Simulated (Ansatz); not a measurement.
## Response to strain in ZrSe2

Start from ZrSe2 in the CdI2 type structure (space group P-3m1, No. 164; a = 3.6598 Å, c = 5.8412 Å; layered, stacked along the Cartesian z axis; relaxed with 0.1 eV smearing). Axes: x lies along a and z along c of the hexagonal cell.

Strains are applied to the cell and any free atomic positions relax.

Level of theory: DFT with PBEsol-D3(BJ), PAW potentials and a 420 eV plane-wave cutoff in Ansatz (a first-principles code), no SOC.

Notes on the quantities. energy relative to the base: free energy F; pressure: mean of the normal stresses, compression positive.

```tsv
variant	shortest interatomic distance	energy relative to the base	pressure
base	2.655 Å	0 meV/atom	0.0 GPa
uniaxial strain ε_xx = −2.50 %	2.642 Å	…	1.3 GPa
uniaxial strain ε_xx = −2.00 %	2.645 Å	…	1.1 GPa
uniaxial strain ε_xx = −1.50 %	2.647 Å	+1.9 meV/atom	0.8 GPa
uniaxial strain ε_xx = −0.50 %	2.653 Å	+0.2 meV/atom	…
uniaxial strain ε_xx = +0.50 %	2.655 Å	+0.2 meV/atom	-0.2 GPa
uniaxial strain ε_xx = +1.00 %	2.655 Å	+0.8 meV/atom	…
uniaxial strain ε_xx = +1.50 %	2.656 Å	+1.8 meV/atom	-0.8 GPa
uniaxial strain ε_xx = +2.00 %	2.655 Å	+3.2 meV/atom	-1.0 GPa
uniaxial strain ε_xx = +2.50 %	2.655 Å	+4.9 meV/atom	-1.2 GPa
```

Q: Complete the table.

A: 
- uniaxial strain ε_xx = −2.50 %, energy relative to the base: +5.2 meV/atom
- uniaxial strain ε_xx = −2.00 %, energy relative to the base: +3.3 meV/atom
- uniaxial strain ε_xx = −0.50 %, pressure: 0.3 GPa
- uniaxial strain ε_xx = +1.00 %, pressure: -0.5 GPa

Whether these cells are dynamically stable was not tested. All final runs are without spin polarisation.
